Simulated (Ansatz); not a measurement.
An Ansatz (a first-principles code) run: hypothetical P6_3/mmc HgI2; PBEsol-D3(BJ) (Ansatz, PAW, no SOC).

Input:

Ansatz 0.2 input:
```yaml
crystal:
  lattice:
    - [4.0708962613, 0, 0]
    - [-2.0354481306, 3.5254995784, 0]
    - [0, 0, 13.5608556123]
  atoms:
    - { symbol: Hg, position: [0.3333333333, 0.6666666667, 0.25] }
    - { symbol: Hg, position: [0.6666666667, 0.3333333333, 0.75] }
    - { symbol: I, position: [0.3333333333, 0.6666666667, 0.6111543373] }
    - { symbol: I, position: [0.6666666667, 0.3333333333, 0.1111543373] }
    - { symbol: I, position: [0.6666666667, 0.3333333333, 0.3888456627] }
    - { symbol: I, position: [0.3333333333, 0.6666666667, 0.8888456627] }
basis: { ecutwfc: 420, ecutrho_ratio: 4, xc_grid: 2, fft_grid_basis: typed }
kpoints: { mp_grid: { grid: [13, 13, 4] } }
hamiltonian:
  xc: pbesol
  dispersion: d3bj
  pseudopotentials: { kind: paw }
scf: { occupations: { method: fermi_dirac, width: 0.05 }, convergence: { dr2_threshold: 0.0000000006 } }
output: { forces: true, stress: true }
```

Output:

```
WARN ansatz: RAYON_NUM_THREADS=1 ignored (pool sized by the plan → 1); use --threads N
Pseudopotentials: kind: paw
Pseudopotential: Hg, paw, valence charge 20
Pseudopotential: I, paw, valence charge 17
Functional definition: PBEsol
Crystal: 6 atoms, lattice volume = 194.625 Å³
Basis set: ecut = 420 eV, 3789 PW (Γ), exchange–correlation on 60×60×192 points (8 copies of the dense FFT grid, shifted against one another)
Bands: 61, of which v1, the nominal top of the filled ones, is band 54 counted from 1 (53 counted from 0)
Symmetry: 24 space group operations
Space group: P63/mmc (ITA 194), of the structure as read, at distance tolerance 5.8e-5 Å
k-points: 63 of 676
PAW frozen core: Hg, regenerated for the run's functional, and the local potential with it
PAW frozen core: I, regenerated for the run's functional, and the local potential with it
Initial density: superposition of atomic densities (neutral atoms: chi_scale 0, normalization atom), corrected by the library's trained network
Initial wavefunctions: pseudopotential atomic-orbital guess
Eigensolver: davidson
Functional: x = pbesol(κ = 0.804, μ = 0.12345679012345678), c = pbesol(β = 0.046)
SCF iter   1: F=—  HF=-57067.939036 eV  |F-HF|=—  |Δ(HF+E_count)|=         —  Δρ=2.44e-3  dr2=1.07e-2  ethr=1.77e-3  ⟨swp⟩=7.4  Hψ=15055  notcnv=0  defer=34
all-band conjugate gradients solve this SCF's bands
preconditioner: auto → LDOS
SCF iter   2: F=—  HF=-57067.941880 eV  |F-HF|=—  |Δ(HF+E_count)|=   2.84e-3  Δρ=2.08e-3  dr2=1.62e-2  ethr=9.92e-6  ⟨swp⟩=2.6  Hψ=8580  notcnv=0  defer=89
SCF iter   3: F=—  HF=-57067.937518 eV  |F-HF|=—  |Δ(HF+E_count)|=   4.36e-3  Δρ=6.18e-4  dr2=2.88e-3  ethr=9.92e-6  ⟨swp⟩=2.6  Hψ=7673  notcnv=0  defer=89
SCF iter   4: F=—  HF=-57067.936855 eV  |F-HF|=—  |Δ(HF+E_count)|=   6.62e-4  Δρ=2.51e-4  dr2=1.20e-4  ethr=2.67e-6  ⟨swp⟩=3.0  Hψ=6803  notcnv=0  defer=89
SCF iter   5: F=—  HF=-57067.936812 eV  |F-HF|=—  |Δ(HF+E_count)|=   4.31e-5  Δρ=2.84e-5  dr2=2.04e-6  ethr=1.11e-7  ⟨swp⟩=2.0  Hψ=6835  notcnv=0  defer=89
SCF iter   6: F=—  HF=-57067.936893 eV  |F-HF|=—  |Δ(HF+E_count)|=   8.02e-5  Δρ=6.92e-6  dr2=1.04e-7  ethr=1.89e-9  ⟨swp⟩=2.0  Hψ=6664  notcnv=0  defer=89
SCF iter   7: F=—  HF=-57067.936893 eV  |F-HF|=—  |Δ(HF+E_count)|=   1.69e-8  Δρ=1.67e-6  dr2=3.07e-9  ethr=9.59e-11  ⟨swp⟩=3.0  Hψ=6984  notcnv=0  defer=89
SCF iter   8: F=-57067.936893 eV  HF=-57067.936893 eV  |F-HF|=8.73e-11  |Δ(HF+E_count)|=   2.08e-9  Δρ=3.38e-7  dr2=1.03e-10  ethr=1.00e-12  ⟨swp⟩=5.0  Hψ=12819  notcnv=0
SCF 1 converged in 8 iterations: F = -57067.936893 eV  dr2 = 1.03e-10
SCF converged after 8 iterations
Free energy (F): -57067.936893 eV
Harris-Foulkes:  -57067.936893 eV  (|F-HF|=8.73e-11)
Internal energy: -57067.931736 eV  (E = F + TS)
E sigma→0 (E₀):  -57067.934314 eV
Entropy (-TS):   -0.005156 eV (-0.859 meV/atom)
Fermi energy:    8.674281 eV
--- Per-component energies (eV) ---
  E_band       = -2350.837807
  E_kinetic    = 1964.497250
  E_local      = -14082.464565  (includes V_loc(G=0)·N_el)
  E_nonlocal   = -202.056783
  E_hartree    = 6776.219380
  E_xc         = -945.219300
  E_vxc        = -1035.275126  (∫ρ·V_xc dr)
  E_paw        = -38544.248969  (= ΣΔE_a)
  E_vpaw       = -2547.979713  (= ΣTr[D̂ρ^β])
  E_aug_tail   = 0.001881  (compensation charges beyond the density's cutoff)
  E_ewald      = -12034.873128
  E_disp       = -2.093373  (pairwise vdW)
  E_core_change = 2.305871  (= ΣΔE_core)
  E_smearing   = -0.005156  (= −TS)
  E_closure    = -0.000000  (closes the sum)
  Σ components = -57067.936893   (vs F -57067.936893, Δ=0.00e0)
  [band-id]    e_kinetic+e_local+e_nonlocal+2·e_hartree+e_vxc+e_vpaw+e_augmentation_tail = -2350.838296   (vs E_band -2350.837807, Δ=-4.89e-4)
--- Forces (eV/Å), atoms counted from 1 ---
  atom   1  Hg     0.00000000     0.00000000     0.00000000
  atom   2  Hg    -0.00000000    -0.00000000     0.00000000
  atom   3  I     -0.00000000     0.00000000     0.00048224
  atom   4  I      0.00000000     0.00000000     0.00048224
  atom   5  I      0.00000000     0.00000000    -0.00048224
  atom   6  I     -0.00000000    -0.00000000    -0.00048224
  max |Σ_I F_I| component: 1.62e-17 eV/Å
--- Stress (GPa, compression-positive) ---
        0.008663      -0.000000       0.000000
        0.000000       0.008663       0.000000
        0.000000       0.000000      -0.004584
  P = ⅓ Tr σ = 0.0042 GPa (0.042 kbar)
  The stress holds the Pulay correction. Without it, at fixed plane waves, as pw.x and ABINIT print it: P = -0.0244 GPa
  The stress includes an estimate of the error left by incomplete SCF convergence (largest component 0.0001 GPa).
--- Band table ---
  band table: none
```

With Hg and I present, leaving out spin-orbit coupling can change the band edges. Whether these cells are dynamically stable was not tested. All final runs are without spin polarisation. The cell is HgI$_{2}$ in the 2H-MoS2 type structure (space group P6_3/mmc, No. 194; a hypothetical phase, not in the database extracts checked; layered, stacked along the Cartesian z axis).
